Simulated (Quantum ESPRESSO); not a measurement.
Worked example: self-consistent single point of B₄C (R-3m, 15 atoms in the cell) in Quantum ESPRESSO.

Method of the run: LDA (PZ), GBRV 1.5 ultrasoft (LDA) pseudopotentials (plane waves; Quantum ESPRESSO).

```
CELL_PARAMETERS angstrom
      2.81676     1.62625     4.02582
     -2.81676     1.62625     4.02582
      0.00000    -3.25251     4.02582
ATOMIC_POSITIONS crystal
  B  0.30862 0.80644 0.80644
  B  0.69138 0.19356 0.19356
  B  0.80644 0.30862 0.80644
  B  0.19356 0.69138 0.19356
  B  0.80644 0.80644 0.30862
  B  0.19356 0.19356 0.69138
  B  0.67011 0.99406 0.99406
  B  0.32989 0.00594 0.00594
  B  0.99406 0.67011 0.99406
  B  0.00594 0.32989 0.00594
  B  0.99406 0.99406 0.67011
  B  0.00594 0.00594 0.32989
  C  0.60986 0.60986 0.60986
  C  0.39014 0.39014 0.39014
  C  0.50000 0.50000 0.50000
```

Reference input (self-consistent single point, DFT, LDA (PZ), plane waves, GBRV 1.5 ultrasoft (LDA) pseudopotentials): ecutwfc = 40 Ry; ecutrho = 200 Ry; occupations = fixed; potentials = {B: b_lda_v1.4.uspp.F.UPF, C: c_lda_v1.2.uspp.F.UPF}; K_POINTS = automatic 5 5 5 0 0 0; nbnd = 32; conv_thr = 1e-08 Ry; mixing_beta = 0.7. This run's input differs from it in these lines:

```diff
@@ -41,3 +41,3 @@
 K_POINTS {automatic}
-5 5 5  0 0 0
+7 7 7  0 0 0
 CELL_PARAMETERS {angstrom}
```

Output (repeated stretches shortened):

```
     Self-consistent Calculation

     iteration #  1     ecut=    40.00 Ry     beta= 0.70

     total energy              =    -110.84718043 Ry
     estimated scf accuracy    <       1.40089348 Ry

     iteration #  2     ecut=    40.00 Ry     beta= 0.70

     total energy              =    -110.89870399 Ry
     estimated scf accuracy    <       0.98102471 Ry

     iteration #  3     ecut=    40.00 Ry     beta= 0.70

     total energy              =    -111.18076593 Ry
     estimated scf accuracy    <       0.20224099 Ry

   [... 5 blocks of this kind left out ...]

     iteration #  9     ecut=    40.00 Ry     beta= 0.70

     total energy              =    -111.21177653 Ry
     estimated scf accuracy    <       0.00000002 Ry

     iteration # 10     ecut=    40.00 Ry     beta= 0.70
     End of self-consistent calculation

     highest occupied, lowest unoccupied level (ev):     7.7790    9.2931

!    total energy              =    -111.21177654 Ry
     estimated scf accuracy    <          3.3E-09 Ry

     convergence has been achieved in  10 iterations

     Forces acting on atoms (cartesian axes, Ry/au):

     atom    1 type  1   force =    -0.00037310   -0.00021541   -0.00062172
     atom    2 type  1   force =     0.00037310    0.00021541    0.00062172
     atom    3 type  1   force =     0.00037310   -0.00021541   -0.00062172
     atom    4 type  1   force =    -0.00037310    0.00021541    0.00062172
     atom    5 type  1   force =    -0.00000000    0.00043082   -0.00062172
     atom    6 type  1   force =    -0.00000000   -0.00043082    0.00062172
   [... lines left out ...]

     Total force =     0.017920     Total SCF correction =     0.000067

          total   stress  (Ry/bohr**3)                   (kbar)     P=      -64.58
  -0.00044857   0.00000000   0.00000000          -65.99        0.00        0.00
   0.00000000  -0.00044857   0.00000000            0.00      -65.99        0.00
   0.00000000   0.00000000  -0.00041995            0.00        0.00      -61.78

   JOB DONE.
```

The run converged in 10 iterations. Against the reference run the free energy is nearly the same (within 1 meV/atom), the pressure stays at -6.46 GPa, the largest force stays at 0.185 eV/Å and the gap on the mesh goes from 1.585 to 1.514 eV.

The starting cell comes from a database of computed structures (which also holds hypothetical and non-ambient phases and stackings), without a prior relaxation at this level. With a pressure of about -6 GPa the cell is away from its equilibrium volume at this level.

Cost on one core of a shared machine: roughly 70 s.
